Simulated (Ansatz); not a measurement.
# PBE against PBEsol: hypothetical zinc blende PbS, pressure 1.5 GPa

Take PbS in the zinc blende structure (space group F-43m, No. 216; a = 6.648 Å; a hypothetical phase, not in the database extracts checked) as the base.

(Cell as relaxed with PBE.)

Levels (all Ansatz, a first-principles code, PAW): PBE (420 eV, no spin-orbit coupling); PBEsol (420 eV, scalar-relativistic without spin-orbit coupling).

Each level relaxes its own structure.

```
base                      PBE    PBEsol
-------------------  --------  --------
volume per atom      36.72 Å³  35.01 Å³
lattice parameter a  664.8 pm  654.3 pm
band gap              0.84 eV   0.63 eV
```

One thing is altered: cell and atoms relaxed at a pressure of 1.5 GPa.

```csv
quantity,PBE,PBEsol
smallest direct gap,1.24 eV,1.09 eV
volume per atom,35.32 Å³,33.80 Å³
mean gap deformation potential ΔEg/Δln V,+2.4 eV,+2.9 eV
```

PBE's smallest direct gap lies 0.15 eV above PBEsol's; PBE's volume per atom lies 1.52 Å³ above PBEsol's (4.5 %); PBE's mean gap deformation potential ΔEg/Δln V lies 0.5 eV below PBEsol's. Neither level is exact; PBEsol is the comparison here, not a measurement.

With Pb present, leaving out spin-orbit coupling can change the band edges. Load acts through the strain it causes; cell and atoms are relaxed under it. No phonon test of stability was made.
